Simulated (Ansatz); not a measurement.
**LaP in the CsCl type structure (space group Pm-3m, No. 221; a hypothetical phase, not in the database extracts checked)**

```xyz
2
Lattice="3.6414 0.0000 0.0000 0.0000 3.6414 0.0000 0.0000 0.0000 3.6414" Properties=species:S:1:pos:R:3 pbc="T T T"
La     0.0000     0.0000     0.0000
P      1.8207     1.8207     1.8207
```

Method: PBE, PAW, 420 eV (Ansatz, an electronic-structure program; spin-orbit coupling left out). Γ-centred 13×13×13 mesh, Fermi–Dirac width 0.05 eV.

| Property | Result |
|---|---|
| Volume per atom | 24.14 Å³ |
| Density | 5.84 g/cm³ |
| Band gap | zero |
| Total energy | -3504.103 eV/atom (σ→0; compares only within this code and set-up) |

Stability against distortions was not tested. All final runs are without spin polarisation.
